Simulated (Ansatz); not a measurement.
Start from AlN in the zinc blende structure (space group F-43m, No. 216; a = 4.403 Å).

The values are results of PBE in Ansatz (plane waves to 420 eV, PAW, without spin-orbit coupling), not measurements.

One change was made to it. Results:

| quantity | base | after |
|---|---|---|
| lattice parameter a | 4.403 Å | 4.227 Å |
| electron mass | 0.53 mₑ along k, 0.33 mₑ across (at X) | 0.51 mₑ along k, 0.32 mₑ across (at X) |
| band gap | 3.31 eV | 3.37 eV |
| smallest direct gap | 3.98 eV | 5.08 eV |

### Question
Name the change that was made.
A) pressure 4.5 GPa
B) pressure 30 GPa
C) pressure −2 GPa
D) pressure 9 GPa
E) pressure −1 GPa

### Answer
B, pressure 30 GPa. For comparison, the electron mass in the other runs: pressure 9 GPa gives 0.52 mₑ along k, 0.32 mₑ across (at X); pressure −1 GPa gives 0.53 mₑ along k, 0.33 mₑ across (at X); pressure 4.5 GPa gives 0.52 mₑ along k, 0.32 mₑ across (at X); pressure −2 GPa gives 0.53 mₑ along k, 0.33 mₑ across (at X).

Load acts through the strain it causes; cell and atoms are relaxed under it. Masses are band curvatures over ±0.01 Å⁻¹ around the edge. Along k means along the line from Γ to the band edge. Whether these cells are dynamically stable was not tested. Tetrahedral semiconductors of this kind turn to denser phases somewhere between about 1 and 50 GPa; those were not computed, so compressed cells here can lie past the real transition. This is not the structure that AlN has at room temperature and ambient pressure.

Ansatz is an electronic-structure program.
